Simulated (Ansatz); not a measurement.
Functionals compared on a constructed model of the (0001) surface of hcp Hf, a pseudomorphic layer of Al in the host's stacking (bottom of the slab: a bare face, its two planes held), in Ansatz (plane waves, PAW). The structure was relaxed with PBE; the other rows are single points on it. Cutoff 420 eV (500 eV for r2SCAN).

Model: 7-atom slab, 15.1 Å thick at the start, 13x13x1 mesh, Fermi-Dirac 0.1 eV, dipole correction, 2 atoms held, the rest relaxed; start symmetry kept, larger cells not searched; no spin, no spin-orbit, no U. It is one candidate, not shown to be the stable structure of the face. These notes are the PBE run's.

```json
[
 {"functional": "PBE", "work function of the top face (eV)": "4.47", "rough cost of the single point": "–"},
 {"functional": "RPBE", "work function of the top face (eV)": "4.39", "rough cost of the single point": "about 50 core-seconds (a rough figure)"},
 {"functional": "r2SCAN", "work function of the top face (eV)": "4.52", "rough cost of the single point": "roughly 80 core-seconds"}
]
```

Ansatz is an electronic-structure program.
